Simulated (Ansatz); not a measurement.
The parent structure is Sn (space group I4_1/amd, No. 141; a = 5.887 Å, c = 3.186 Å; relaxed with 0.1 eV smearing). Axes: x, y, z lie along a, b, c of the conventional cell.

Method: r2SCAN (Ansatz, a program for electronic structure; PAW; 500 eV plane waves; no spin-orbit coupling).

One thing is altered: the cell is compressed by 1.30 % along x with no lateral relaxation, atoms relaxed at fixed cell.

Task: Predict the stress tensor and what it implies for the stiffness.

Result: Stress of the strained cell less that of the base (GPa, compression positive):
```
    1.1     0.0     0.0
    0.0     0.7     0.0
    0.0     0.0     0.5
```

Then −Δσ_ii/ε with ε = -0.0130 gives secant stiffness values (nonlinear terms included at this strain): C11 ≈ 82 GPa, C12 ≈ 53 GPa and C13 ≈ 35 GPa.

No phonon test of stability was made.
